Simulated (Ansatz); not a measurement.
Start from BaTe in the rock salt structure (space group Fm-3m, No. 225).

```xyz
2
Lattice="0.0000 3.4707 3.4707 3.4707 0.0000 3.4707 3.4707 3.4707 0.0000" Properties=species:S:1:pos:R:3 pbc="T T T"
Ba     0.0000     0.0000     0.0000
Te     3.4707     3.4707     3.4707
```

Cartesian axes are those of the cell as printed.

Level of theory: Kohn–Sham DFT with the PBEsol functional, run in Ansatz (a quantum-chemistry and plane-wave program) with PAW and 420 eV plane waves, without spin-orbit coupling.

Strains are applied to the cell and any free atomic positions relax; under biaxial strain the out-of-plane vector relaxes too.

One change was made to it. Results:

```csv
quantity,base,after
band gap,1.46 eV,1.51 eV
energy relative to the base (free energy F),0 meV/atom,+18 meV/atom
```

Problem. What was done to the base?
A. biaxial strain +2.00 %, plane normal [001], relaxed out of plane
B. biaxial strain +1.50 %, plane normal [001], relaxed out of plane
C. biaxial strain −2.50 %, plane normal [001], relaxed out of plane
D. biaxial strain +2.50 %, plane normal [001], relaxed out of plane
E. biaxial strain +3.00 %, plane normal [001], relaxed out of plane

Solution. E, biaxial strain +3.00 %, plane normal [001], relaxed out of plane. For comparison, the energy relative to the base in the other runs: biaxial strain −2.50 %, plane normal [001], relaxed out of plane gives +15 meV/atom; biaxial strain +1.50 %, plane normal [001], relaxed out of plane gives +4.7 meV/atom; biaxial strain +2.00 %, plane normal [001], relaxed out of plane gives +8.2 meV/atom; biaxial strain +2.50 %, plane normal [001], relaxed out of plane gives +13 meV/atom.

With Te present, leaving out spin-orbit coupling can change the band edges. Stability against distortions was not tested.
